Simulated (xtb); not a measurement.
xtb 6.7.1, GFN2-xTB: Sr(OH)(fmdH)(OH2)2 ([OH][Sr]1(<-[OH2])(<-[OH2])[NH]C=[NH]->1), 15 atoms. The geometry is a generated start, not checked to be a minimum at this level.

```json
{
 "run_flags": "--grad",
 "method": "GFN2-xTB",
 "--acc": "1 (default)",
 "--etemp (K)": "300 (default)",
 "basis_functions": "42",
 "valence_electrons": "42"
}
```

```xyz
15

Sr     0.1870    -0.2116    -0.5805
O      1.1510     0.0152    -2.3398
H      1.6830    -0.0560    -3.1310
C      0.6434     0.2963     2.0286
N      0.5997    -0.9581     1.6660
N      0.4688     1.2517     1.1688
H      0.8225     0.5467     3.0836
H      0.7948    -1.5964     2.4285
H      0.5114     2.1778     1.5717
O     -1.1438     1.1074    -2.1936
H     -0.2875     0.7303    -2.5603
H     -0.9848     2.0567    -2.1995
O     -1.5742    -1.5169     0.0864
H     -1.0098    -1.4084     0.8805
H     -1.8613    -2.4347     0.0906
```

One run each on 1 thread. Values of broydamp tried: 0.02, 0.05, 0.1, 0.2, 0.4 (default), 0.6, 0.8, 1.

Task: Which value of broydamp needs the fewest SCC iterations, and what happens away from it?

Result: Fewest SCC iterations: 0.2 with 18. The count rises to 28 at 0.02. All converge to one solution.

```tsv
broydamp	SCC iterations	end
0.02	28	same solution
0.05	24	same solution
0.1	20	same solution
0.2	18	same solution
0.4 (default)	22	same solution
0.6	21	same solution
0.8	22	same solution
1	25	same solution
```
